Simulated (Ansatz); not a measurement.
An Ansatz (a first-principles code) run: hypothetical CsCl type LaP with a change (pressure 45 GPa); Ansatz PBEsol, without spin-orbit coupling.

Input:

Ansatz 0.2 input:
```yaml
crystal:
  lattice:
    - [3.3135769034, 0, 0]
    - [0, 3.3135769034, 0]
    - [0, 0, 3.3135769034]
  atoms:
    - { symbol: La, position: [0, 0, 0] }
    - { symbol: P, position: [0.5, 0.5, 0.5] }
basis: { ecutwfc: 420, ecutrho_ratio: 4, xc_grid: 2, fft_grid_basis: typed }
kpoints: { mp_grid: { grid: [13, 13, 13] } }
hamiltonian:
  xc: pbesol
  dispersion: none
  pseudopotentials: { kind: paw }
scf: { occupations: { method: fermi_dirac, width: 0.05 } }
relax: { f_tol: 0.01, max_steps: 60, cell: { stress_tol: 0.02, p_target: 45.0 } }
output: { forces: true, stress: true }
checkpoint: { write: state.ck, write_every: 1000 }
```

Output (explanatory and most iteration lines left out):

```
Relaxation: its limit of steps is 60 (relax.max_steps)
Pseudopotential: La, paw, valence charge 11
Pseudopotential: P, paw, valence charge 5
Crystal: 2 atoms, lattice volume = 36.382 Å³
Basis set: ecut = 420 eV, 739 PW (Γ), exchange–correlation on 48×48×48 points (8 copies of the dense FFT grid, shifted against one another)
Bands: 12, of which v1, the nominal top of the filled ones, is band 8 counted from 1 (7 counted from 0)
Symmetry: 48 space group operations
Space group: Pm-3m (ITA 221), of the structure as read, at distance tolerance 3.3e-5 Å
k-points: 84 of 2197
Functional: x = pbesol(κ = 0.804, μ = 0.12345679012345678), c = pbesol(β = 0.046)
SCF iter   1: F=—  HF=-6903.030993 eV  |F-HF|=—  |Δ(HF+E_count)|=         —  Δρ=7.02e-3  dr2=1.59e-2  ethr=1.77e-3  ⟨swp⟩=5.0  Hψ=5541  notcnv=0
SCF iter   2: F=—  HF=-6903.028002 eV  |F-HF|=—  |Δ(HF+E_count)|=   2.99e-3  Δρ=3.91e-3  dr2=4.05e-3  ethr=9.92e-5  ⟨swp⟩=2.2  Hψ=2044  notcnv=0
SCF 1 converged in 6 iterations: F = -6903.027458 eV  dr2 = 4.39e-9
relax step   1: F+E_penalty+E_count = -6903.02745780 eV  Δ(F+E_penalty+E_count) = +0.000e0 eV  max|allowed force component| = 7.560e-31 eV/Å  Δτ_max = 0.0000 Å  P = +29.996 GPa  Ω = 36.382 Å³  (6 SCF iters, dr2 threshold 1.00e-7 eV, accepted)
[... steps on the carried basis left out ...]
relax step   6: F+E_penalty+E_count = -6902.42064695 eV  Δ(F+E_penalty+E_count) = +2.603e-4 eV  max|allowed force component| = 5.588e-31 eV/Å  Δτ_max = 0.0000 Å  P = +44.995 GPa  Ω = 33.763 Å³  stress off target by 4.60e-3 GPa  SCF on the basis re-selected at this cell (its energy is not comparable with the rows above)  (6 SCF iters)
SCF converged after 6 iterations
Free energy (F): -6902.420647 eV
Internal energy: -6902.410445 eV  (E = F + TS)
E sigma→0 (E₀):  -6902.415546 eV
Entropy (-TS):   -0.010202 eV (-5.101 meV/atom)
Fermi energy:    16.835143 eV
--- Forces (eV/Å), atoms counted from 1 ---
  atom   1  La     0.00000000    -0.00000000     0.00000000
  atom   2  P      0.00000000    -0.00000000    -0.00000000
--- Stress (GPa, compression-positive) ---
       44.995396       0.000000       0.000000
        0.000000      44.995396       0.000000
        0.000000       0.000000      44.995396
  P = ⅓ Tr σ = 44.9954 GPa (449.954 kbar)
--- Relaxed structure (5 steps of the walk, 4 accepted, 1 SCFs on fresh bases) ---
  cell:  # Å, volume = 33.7635 Å³
    - [3.2320826131228966, 5.19599849579473e-34, 1.2939841813851739e-34]
    - [1.2899718273343672e-33, 3.2320826131228966, -1.2839532962581572e-34]
    - [1.2939841813851739e-34, -1.2839532962581572e-34, 3.2320826131228966]
  atoms:
    - { symbol: La, position: [-4.34493992184815e-49, 8.603841429402275e-50, -3.656632607495967e-50] }
    - { symbol: P, position: [0.5000000000000001, 0.5000000000000001, 0.5000000000000001] }
```

Load acts through the strain it causes; cell and atoms are relaxed under it. No phonon test of stability was made. No other phases were tried under pressure. All final runs are without spin polarisation. The cell was made from LaP in the CsCl type structure (space group Pm-3m, No. 221; a hypothetical phase, not in the database extracts checked) by this change: pressure 45 GPa.
